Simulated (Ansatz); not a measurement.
**Effect of B interstitial (started 1.76 Å from the nearest host atom), symmetric start on MgB2**

Consider a 12-atom supercell of MgB2 (space group P6/mmm, No. 191; a = 3.074 Å, c = 3.528 Å) at its relaxed geometry.

Now apply this change: a neutral B interstitial (started 1.76 Å from the nearest host atom), symmetric start, atoms relaxed at fixed cell.

The values are results of PBE/PAW in Ansatz (a program for electronic structure), spin-orbit coupling left out, not measurements. k-mesh 11×11×11 (Γ-centred); smearing 0.05 eV (Fermi–Dirac).

| quantity | base | changed | shift |
|---|---|---|---|
| pressure | 0.0 GPa | 12.6 GPa | +12.6 GPa |
| final site of the added atom | – | 2 Mg at 1.76 Å and 6 B at 1.79 Å | – |

The cell is small, so the values are those of an ordered compound at a high defect concentration; dilute-limit values will differ. The defect started on the symmetric site and kept its symmetry, so it may sit on a saddle. The final runs are not spin-polarised. The defect cell is not spin-polarised.
